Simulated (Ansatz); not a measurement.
## What 2 layers does to hypothetical P6_3/mmc PbI2

Take PbI₂ in the 2H-MoS2 type structure (space group P6_3/mmc, No. 194; a = 4.273 Å, c = 14.361 Å; a hypothetical phase, not in the database extracts checked) as the base.

Now apply this change: a free-standing slab of 2 layers (6 atoms, 3 a layer) is cut normal to the stacking axis, with 15 Å of vacuum and the in-plane cell relaxed.

Level of theory: plane-wave PAW DFT at the PBEsol-D3(BJ) level (Ansatz, a program for electronic structure, 420 eV), no spin-orbit coupling. k-mesh 9×9×1 (Γ-centred); smearing 0.05 eV (Fermi–Dirac), for the changed cell.

Layer's space group (with vacuum): P-3m1 (No. 164)
Shortest interatomic distance: 6.056 bohr (base 6.050 bohr)
Band gap: 1.82 eV (base 1.38 eV)
Gap character: indirect, K–Γ (83 % along) → K
Smallest direct gap: 2.24 eV (base 2.00 eV)
Electron mass (in plane): 0.56 mₑ (at K)
Excess energy per area of both faces (slab less bulk energy over the cell's area: twice a surface energy): 0.36 J/m²
Thickness between the outermost nuclei: 11.28 Å
In-plane lattice parameter a: 8.088 bohr (base 8.074 bohr)

Slab and bulk use different k-meshes, which limits the precision of the excess energy. Spin-orbit coupling, missing from the scalar runs, can matter with I and Pb. Effective masses come from finite differences of ±0.01 Å⁻¹. Whether these cells are dynamically stable was not tested. k-point labels follow each cell's own Brillouin zone.
